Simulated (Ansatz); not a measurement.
Ir: energy against strain

Ir (fcc, Fm-3m, 13.847 Å³/atom and stress up to 0.01 GPa in the relaxed cell) under an equal strain ε in the (001) plane with the normal axis free, as in a coherent film. LDA in Ansatz, a plane-wave DFT program (PAW, default set), 420 eV, 30×30×30 Γ-centred mesh, Fermi-Dirac smearing 0.10 eV.

Here s stands for strain and y for E less E0.

```
strain (%)  E less E0 (meV/atom)
----------  --------------------
-1.50                      14.33
-1.00                       6.16
-0.50                       1.44
0.00                        0.00
0.50                        1.70
1.00                        6.37
1.50                       13.89
3.00                           ?
```

Q: Fit y against s with a parabola, and predict the withheld value at s = 3.00.

A: Least squares gives y = 0.000 - 0.0457·s + 6.2705·s². Residuals (row less fit): 0.153, -0.156, -0.150, 0.000, 0.155, 0.145, -0.150; standard error 0.186 (degrees of freedom: 4). The quadratic coefficient over the volume, 6.2705 meV × 10⁴ × 0.1602 / 13.847 Å³, is the biaxial elastic modulus of this plane = about 730 GPa. At the withheld row, y = 0.000 - 0.0457 × 3.0 + 6.2705 × 3.0² = 56.297 meV/atom. The calculation gives 52.11 meV/atom, 4.187 meV/atom below the prediction (8.0 % of the range of y in the table). The row lies outside the fitted rows, so this is an extrapolation. From the scatter of the fitted rows alone, a prediction at this place has a standard error of 0.710 meV/atom, so the miss is 5.9 times that.

A polynomial of degree 3 through the 12 other runs of the series gives 52.00 there, so most of the miss is curvature that the fit leaves out. In a metal these values are sensitive to mesh and smearing; energies are taken to zero smearing, stresses follow the free energy. The runs aren't spin-polarised. Spin-orbit coupling is left out, which can shift these values for the heavy elements here. Rows are the converged runs of the series near zero and its far end; series whose fitted rows scatter by over a few per cent of the range, as at a crossing or softening among them, aren't shown in this form, nor equations of state whose B0' disagrees with the runs' pressures. Most that stay on the fit to the last digits aren't either.
